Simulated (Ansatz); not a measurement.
The starting structures come from a database of crystals and need not be the phases stable at ambient conditions.

# Evanescent states of CuI (P-3m1, not sure to be the ambient phase, 4 atoms a cell, 25.5 Å³ an atom) along the normal of (001)

These are r2SCAN (plane waves, PAW; Ansatz, a first-principles code) values and carry that method's errors.

The gap is the functional's own. No spin-orbit coupling. Mid-gap values are interpolated on the energy grid.

Energies count from the valence-band top; κ is the least over a 12×12 mesh across the current.

```csv
E (eV),κ (1/Å),where
0.06,0.145,off Γ
0.17,0.157,Γ
0.28,0.165,Γ
0.39,0.171,Γ
0.49,…,Γ
0.60,…,Γ
0.71,…,Γ
0.82,…,Γ
0.94,…,Γ
1.04,…,Γ
1.16,…,Γ
1.26,…,Γ
1.38,…,Γ
1.49,…,Γ
1.59,…,Γ
1.71,0.123,Γ
1.81,0.107,Γ
1.93,0.086,Γ
2.04,0.054,Γ
```

Question: Fill in the missing entries.

Answer: 
- 0.49, κ (1/Å): 0.175
- 0.60, κ (1/Å): 0.177
- 0.71, κ (1/Å): 0.178
- 0.82, κ (1/Å): 0.177
- 0.94, κ (1/Å): 0.175
- 1.04, κ (1/Å): 0.172
- 1.16, κ (1/Å): 0.168
- 1.26, κ (1/Å): 0.162
- 1.38, κ (1/Å): 0.155
- 1.49, κ (1/Å): 0.147
- 1.59, κ (1/Å): 0.136
